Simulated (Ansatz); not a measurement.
Nb, response to strain

Base system: Nb in the bcc (W type) structure (space group Im-3m, No. 229).

```
CELL_PARAMETERS angstrom
     -1.65133     1.65133     1.65133
      1.65133    -1.65133     1.65133
      1.65133     1.65133    -1.65133
ATOMIC_POSITIONS crystal
  Nb 0.00000 0.00000 0.00000
```

Cartesian axes are those of the cell as printed.

Strains are applied to the cell and any free atomic positions relax; under biaxial strain the out-of-plane vector relaxes too.

Computed with plane-wave PAW DFT at the r2SCAN level (Ansatz, a first-principles code, 500 eV), no spin-orbit coupling.

Candidates:
(a) biaxial strain +4.77 %, plane normal [001], relaxed out of plane
(b) biaxial strain +3.07 %, plane normal [001], relaxed out of plane
(c) uniaxial strain ε_zz = +1.09 %

Notes on the quantities. energy relative to the base: free energy F.

Task: Order them by energy relative to the base, highest first.

Result: (a) biaxial strain +4.77 %, plane normal [001], relaxed out of plane (+45 meV/atom), (b) biaxial strain +3.07 %, plane normal [001], relaxed out of plane (+20 meV/atom), (c) uniaxial strain ε_zz = +1.09 % (+1.6 meV/atom)

Without a gap, meshes like the base's 20×20×20 leave anisotropic stresses uncertain by several tenths of a GPa, and small strain energies with them. No phonon test of stability was made. All final runs are without spin polarisation.
